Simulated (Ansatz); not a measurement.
**A self-consistent single point of SrMg2 (P6_3/mmc, 12 atoms in the cell) with Ansatz (a program for electronic structure)**

Method: PBEsol, default PAW files made with PBE (plane waves; Ansatz).

The input file:

Ansatz 0.2 input:
```yaml
# SrMg2
crystal:
  lattice:
    - [6.483800, 0.000000, 0.000000]
    - [-3.241900, 5.615136, 0.000000]
    - [0.000000, 0.000000, 10.451400]
  atoms:
    - { symbol: Sr, position: [0.333333, 0.666667, 0.060710] }
    - { symbol: Sr, position: [0.666667, 0.333333, 0.560710] }
    - { symbol: Sr, position: [0.333333, 0.666667, 0.439290] }
    - { symbol: Sr, position: [0.666667, 0.333333, 0.939290] }
    - { symbol: Mg, position: [0.000000, 0.000000, 0.000000] }
    - { symbol: Mg, position: [0.000000, 0.000000, 0.500000] }
    - { symbol: Mg, position: [0.833150, 0.666300, 0.250000] }
    - { symbol: Mg, position: [0.166850, 0.833150, 0.750000] }
    - { symbol: Mg, position: [0.333700, 0.166850, 0.250000] }
    - { symbol: Mg, position: [0.166850, 0.333700, 0.750000] }
    - { symbol: Mg, position: [0.833150, 0.166850, 0.250000] }
    - { symbol: Mg, position: [0.666300, 0.833150, 0.750000] }
basis:
  ecutwfc: 420.0
kpoints:
  mp_grid: { grid: [5, 5, 3] }
hamiltonian:
  xc: pbesol
  pseudopotentials: { kind: paw }
scf:
  occupations: { method: cold, width: 0.2 }
output:
  forces: true
  eigenvalues: true
  stress: true
```

Output, abridged:

```
WARN the atoms were moved onto the symmetric positions of the space group found under crystal.symmetry.tolerance 1.0e-5 (fractional …
WARN ansatz: RAYON_NUM_THREADS=1 ignored (pool sized by the plan → 1); use --threads N
Pseudopotentials: kind: paw
Pseudopotential: Sr, paw, valence charge 10
Pseudopotential: Mg, paw, valence charge 10
Crystal: 12 atoms, lattice volume = 380.508 Å³
Basis set: ecut = 420 eV, 7475 PW (Γ), exchange–correlation on 90×90×144 points (8 copies of the dense FFT grid, shifted against one another)
Bands: 72, of which v1, the nominal top of the filled ones, is band 60 counted from 1 (59 counted from 0)
Symmetry: 24 space group operations
Space group: P63/mmc (ITA 194), of the structure as read, at distance tolerance 7.2e-5 Å
k-points: 10 of 75
PAW frozen core: Sr, regenerated for the run's functional, and the local potential with it
PAW frozen core: Mg, regenerated for the run's functional, and the local potential with it
Initial density: superposition of atomic densities (neutral atoms: chi_scale 0, normalization atom), corrected by the library's trained network
Initial wavefunctions: pseudopotential atomic-orbital guess
Eigensolver: davidson
Functional: x = pbesol(κ = 0.804, μ = 0.12345679012345678), c = pbesol(β = 0.046)
SCF iter   1: F=—  HF=-29266.452897 eV  |F-HF|=—  |Δ(HF+E_count)|=         —  Δρ=1.72e-3  dr2=9.80e-3  ethr=1.77e-3  ⟨swp⟩=11.4  Hψ=3846  notcnv=0
all-band conjugate gradients solve this SCF's bands
preconditioner: auto → Kerker (q_TF=auto, 2.251 Å⁻¹)
SCF iter   2: F=—  HF=-29266.455326 eV  |F-HF|=—  |Δ(HF+E_count)|=   2.43e-3  S|Δr|=    0.00e0  Δρ=8.54e-4  dr2=4.87e-3  ethr=8.16e-6  ⟨swp⟩=2.9  Hψ=1456  notcnv=0
SCF iter   3: F=—  HF=-29266.454808 eV  |F-HF|=—  |Δ(HF+E_count)|=   5.18e-4  S|Δr|=    0.00e0  Δρ=3.26e-4  dr2=1.10e-3  ethr=4.06e-6  ⟨swp⟩=2.0  Hψ=789  notcnv=0
SCF iter   4: F=—  HF=-29266.454638 eV  |F-HF|=—  |Δ(HF+E_count)|=   1.70e-4  S|Δr|=    0.00e0  Δρ=6.76e-5  dr2=5.22e-5  ethr=9.19e-7  ⟨swp⟩=2.0  Hψ=828  notcnv=0
SCF iter   5: F=—  HF=-29266.454630 eV  |F-HF|=—  |Δ(HF+E_count)|=   7.56e-6  S|Δr|=    0.00e0  Δρ=2.38e-5  dr2=5.13e-6  ethr=4.35e-8  ⟨swp⟩=2.1  Hψ=837  notcnv=0
SCF iter   6: F=—  HF=-29266.454629 eV  |F-HF|=—  |Δ(HF+E_count)|=   9.42e-7  S|Δr|=    0.00e0  Δρ=5.58e-6  dr2=2.45e-7  ethr=4.27e-9  ⟨swp⟩=2.0  Hψ=986  notcnv=0
SCF iter   7: F=-29266.454629 eV  HF=-29266.454629 eV  |F-HF|=1.36e-8  |Δ(HF+E_count)|=   6.02e-8  S|Δr|=    0.00e0  Δρ=1.76e-6  dr2=1.99e-8  ethr=8.33e-11  ⟨swp⟩=11.8  Hψ=3346  notcnv=0
SCF 1 converged in 7 iterations: F = -29266.454629 eV  dr2 = 1.99e-8
SCF converged after 7 iterations
Stability not checked (fill_not_monotonic)
Free energy (F): -29266.454629 eV
Harris-Foulkes:  -29266.454629 eV  (|F-HF|=1.36e-8)
Internal energy: -29266.444434 eV  (E = F + TS)
E sigma→0 (E₀):  -29266.451231 eV
Entropy (-TS):   -0.010195 eV (-0.850 meV/atom)
Fermi energy:    5.499286 eV
--- Per-component energies (eV) ---
  E_band       = -3356.184642
  E_kinetic    = 1567.975923
  E_local      = -16588.291399  (includes V_loc(G=0)·N_el)
  E_nonlocal   = 1586.646198
  E_hartree    = 5694.561423
  E_xc         = -903.581376
  E_vxc        = -927.079564  (∫ρ·V_xc dr)
  E_paw        = -12829.609601  (= ΣΔE_a)
  E_vpaw       = -384.564466  (= ΣTr[D̂ρ^β])
  E_aug_tail   = -0.000019  (compensation charges beyond the density's cutoff)
  E_ewald      = -7795.153870
  E_core_change = 1.008288  (= ΣΔE_core)
  E_smearing   = -0.010195  (= −TS)
  E_closure    = -0.000000  (closes the sum)
  Σ components = -29266.454629   (vs F -29266.454629, Δ=0.00e0)
--- Forces (eV/Å), atoms counted from 1 ---
  atom   1  Sr     0.00000000    -0.00000000    -0.00109073
  atom   2  Sr     0.00000000     0.00000000    -0.00109073
  atom   3  Sr     0.00000000    -0.00000000     0.00109073
  atom   4  Sr    -0.00000000     0.00000000     0.00109073
  atom   5  Mg    -0.00000000     0.00000000    -0.00000000
  atom   6  Mg    -0.00000000     0.00000000     0.00000000
  atom   7  Mg    -0.00000000    -0.02697334     0.00000000
  atom   8  Mg     0.02335960    -0.01348667    -0.00000000
  atom   9  Mg     0.02335960     0.01348667     0.00000000
  atom  10  Mg    -0.00000000     0.02697334    -0.00000000
  atom  11  Mg    -0.02335960     0.01348667     0.00000000
  atom  12  Mg    -0.02335960    -0.01348667    -0.00000000
  max |Σ_I F_I| component: 6.94e-18 eV/Å
--- Stress (GPa, compression-positive) ---
       -0.902075       0.000000      -0.000000
        0.000000      -0.902075      -0.000000
       -0.000000      -0.000000      -1.244687
  P = ⅓ Tr σ = -1.0163 GPa (-10.163 kbar)
  The stress holds the Pulay correction. Without it, at fixed plane waves, as pw.x and ABINIT print it: P = -1.0187 GPa
--- Band table (eV; the first three rows and the last of 10) ---
  k-point 0: bands = ["-70.0790", "-70.0790", "-70.0778", "-70.0778", "-70.0778", "-70.0778", "-70.0076", "-70.0076", "-37.0336", "-37.0331", "-37.0241", "-37.0241", "-37.0240", "-37.0240", "-37.0203", "-37.0194", "-37.0179", "-37.0179", "-37.0176", [...]
  k-point 1: bands = ["-70.0790", "-70.0790", "-70.0778", "-70.0778", "-70.0778", "-70.0778", "-70.0076", "-70.0076", "-37.0335", "-37.0332", "-37.0241", "-37.0241", "-37.0240", "-37.0240", "-37.0201", "-37.0197", "-37.0178", "-37.0178", "-37.0177", [...]
  k-point 2: bands = ["-70.0789", "-70.0789", "-70.0779", "-70.0779", "-70.0778", "-70.0778", "-70.0076", "-70.0076", "-37.0322", "-37.0317", "-37.0239", "-37.0239", "-37.0231", "-37.0231", "-37.0201", "-37.0193", "-37.0180", "-37.0179", "-37.0178", [...]
  k-point 9: bands = ["-70.0785", "-70.0785", "-70.0783", "-70.0783", "-70.0778", "-70.0778", "-70.0076", "-70.0076", "-37.0277", "-37.0275", "-37.0241", "-37.0240", "-37.0206", "-37.0206", "-37.0193", "-37.0189", "-37.0186", "-37.0185", "-37.0181", [...]
```

The run converged in 7 iterations.

The starting cell comes from a database of published, mostly measured structures (it also holds non-ambient and calculated ones), without a prior relaxation at this level. Ansatz's pressure includes its estimate of the finite-basis (Pulay) stress.
